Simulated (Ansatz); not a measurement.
Take Eu in the bcc (W type) structure (space group Im-3m, No. 229; a = 4.233 Å; ferromagnetic) as the base.

Computed with PBEsol/PAW in Ansatz (a program for electronic structure), no spin-orbit coupling, earlier PAW set.

For the base:

```
Quantity              Result
-------------------  -------
Largest site moment  6.96 μB
Lattice parameter a  4.233 Å
```

Now apply this change: a hydrostatic pressure of 10 GPa.

Problem. How does this affect the largest site moment and lattice parameter a?

Solution. The largest site moment falls by 0.10 μB (6.96 μB → 6.86 μB); the lattice parameter a decreases by 0.468 Å to 3.765 Å.

The magnetic state is the one reached from the starting moments; the real material's order can differ, and small cells can't hold many antiferromagnetic ones. The state of the 4f shell was not checked for lower solutions. Load acts through the strain it causes; cell and atoms are relaxed under it. No phonon test of stability was made. No other phases were tried under pressure.
